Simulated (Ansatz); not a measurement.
A working Ansatz (an electronic-structure program) input for TiSi2 (Cmcm, 6 atoms in the cell) (DFT, LDA (PW92), plane waves, default PAW files made with PBE):

Ansatz 0.2 input:
```yaml
crystal:
  lattice:
    - [1.78028500, -6.81741000, 0.00000000]
    - [1.78028500, 6.81741000, 0.00000000]
    - [0.00000000, 0.00000000, 3.59583000]
  atoms:
    - { symbol: Ti, position_ang: [1.78028500, -5.41138736, 2.69687250] }
    - { symbol: Ti, position_ang: [1.78028500, 5.41138736, 0.89895750] }
    - { symbol: Si, position_ang: [1.78028500, -0.79422827, 2.69687250] }
    - { symbol: Si, position_ang: [1.78028500, 0.79422827, 0.89895750] }
    - { symbol: Si, position_ang: [1.78028500, 3.41293179, 2.69687250] }
    - { symbol: Si, position_ang: [1.78028500, -3.41293179, 0.89895750] }
kpoints:
  mp_grid:
    grid: [8, 8, 7]
hamiltonian:
  xc: lda
  pseudopotentials:
    kind: paw
scf:
  occupations:
    method: cold
    width: 0.0147 Ry
output:
  forces: true
  eigenvalues: true
  stress: true
```

The run converged in 6 iterations: free energy E − TS (on the zero of these files) -7339.1131 eV; Fermi level (on the code's own zero) 12.30 eV; pressure -8.63 GPa; largest force (vector length) 0.109 eV/Å. Each of these slips is then made, one at a time:

(1)
```diff
-kpoints:
-  mp_grid:
-    grid: [8, 8, 7]
```

(2)
```diff
+  max_iter: 2
```

Q: How does each altered input end?

A: 
(1) No k-points given. The program stopped before any SCF iteration, with the message: Error: YAML parse error: missing field `kpoints`.

(2) An iteration limit that is too low. The run ended unconverged after 2 iterations.
```
did not converge after 2 iterations: dr2 = 1.92e-2 (threshold 1.00e-7), under the density mixer `msr1`, which `scf.mixing.algorithm: auto` chose by the deck's other keys (type `scf.mixing.algorithm: msr1` to keep it); raise `scf.max_iter`, which need not help a stalled SCF, or adjust the mixing (`scf.mixing`) or, under a smearing, its width (`scf.o [...]
```

The starting cell comes from a database of computed structures (which also holds hypothetical and non-ambient phases and stackings), without a prior relaxation at this level. Its lattice was rescaled by a random factor within 2.5 % of one. Spin polarisation is off. In the base run, with a pressure of about -9 GPa the cell is away from its equilibrium volume at this level. Ansatz's pressure includes its estimate of the finite-basis (Pulay) stress.

Left out of this page: 3 runs of the series outside the window shown, repeating another row's setting, or not comparable.
